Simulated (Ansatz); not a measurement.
Response to strain in InAs

Take InAs in the zinc blende structure (space group F-43m, No. 216; a = 6.186 Å) as the base.

Strains are applied to the cell and any free atomic positions relax.

The values are results of plane-wave PAW DFT at the PBE level (Ansatz, a program for electronic structure, 420 eV), without spin-orbit coupling, not measurements.

Notes on the quantities. energy relative to the base: free energy F.

| case | shortest interatomic distance | energy relative to the base | pressure |
|---|---|---|---|
| base | 2.679 Å | 0 meV/atom | 0.0 GPa |
| isotropic strain −3.00 % | 2.598 Å | +41 meV/atom | 5.5 GPa |
| isotropic strain −2.00 % | 2.625 Å | +18 meV/atom | 3.4 GPa |
| isotropic strain −1.50 % | 2.639 Å | +9.7 meV/atom | 2.5 GPa |
| isotropic strain −0.50 % | 2.665 Å | +1.0 meV/atom | 0.8 GPa |
| isotropic strain +0.50 % | 2.692 Å | +1.0 meV/atom | -0.7 GPa |
| isotropic strain +1.50 % | 2.719 Å | (withheld) | (withheld) |
| isotropic strain +2.00 % | 2.732 Å | +15 meV/atom | -2.5 GPa |
| isotropic strain +2.50 % | 2.746 Å | +23 meV/atom | -3.0 GPa |
| isotropic strain +3.00 % | 2.759 Å | +32 meV/atom | -3.5 GPa |

### Question
Fill in the withheld entries from the trend.

### Answer

- isotropic strain +1.50 %, energy relative to the base: +8.5 meV/atom
- isotropic strain +1.50 %, pressure: -1.9 GPa

The mesh was chosen for an insulator and is coarse for the gapless case. Stability against distortions was not tested. The final runs are not spin-polarised.
